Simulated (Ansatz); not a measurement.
Data:

```xyz
4
Lattice="3.4752 0.0000 0.0000 0.0000 3.4752 0.0000 0.0000 0.0000 6.0672" Properties=species:S:1:pos:R:3 pbc="T T T"
Pt     1.7376     0.0000     3.0336
Pt     0.0000     1.7376     0.0000
S      0.0000     0.0000     4.5504
S      0.0000     0.0000     1.5168
```

These are PBEsol, rigid bands (plane waves, PAW, scalar-relativistic; Ansatz, a first-principles code) values and carry that method's errors. How the cell was made: cell and atoms relaxed with PBEsol.

Task: What conductivity effective mass do dilute electrons have at 300 K?

Result: 1.17 (x), 1.17 (y), 0.69 (z) mₑ.

Task: And the band gap?

Result: 0.52 eV at this level; semilocal functionals usually fall short of the measured gap.

Rigid bands, one relaxation time for all states, no polarons. Spin-orbit coupling is left out; where it splits the top of the valence band it changes the hole mass and lowers the gap by about a third of the splitting.

Formula and space group known from diffraction (Crystallography Open Database), not checked to be the room-temperature form: PtS (P4_2/mmc).
